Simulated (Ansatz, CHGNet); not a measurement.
## Ti3Al (P6₃/mmc, No. 194): properties by level of theory

```
level (code)           lattice constant a (Å)  lattice parameter c (Å)
---------------------  ----------------------  -----------------------
CHGNet-r²SCAN                           5.757                        …
LDA (Ansatz)                            5.616                        …
PBE (Ansatz)                            5.755                    4.654
PBEsol (Ansatz)                         5.687                        …
PBE-D3(BJ) (Ansatz)                     5.660                        …
r²SCAN+rVV10 (Ansatz)                       …                    4.622
```

### Question
Fill in the missing entries.

### Answer

- CHGNet-r²SCAN, lattice parameter c (Å): 4.635
- LDA (Ansatz, a quantum-chemistry and plane-wave program), lattice parameter c (Å): 4.566
- PBEsol (Ansatz), lattice parameter c (Å): 4.607
- PBE-D3(BJ) (Ansatz), lattice parameter c (Å): 4.587
- r²SCAN+rVV10 (Ansatz), lattice constant a (Å): 5.735

Ansatz's density-functional and Hartree–Fock values are scalar-relativistic unless marked +SOC, with PAW data made under PBE.

The crystal itself was run without spin with LDA, PBE, PBEsol, PBE-D3(BJ), r²SCAN+rVV10; a magnetic state was not tried in these runs.
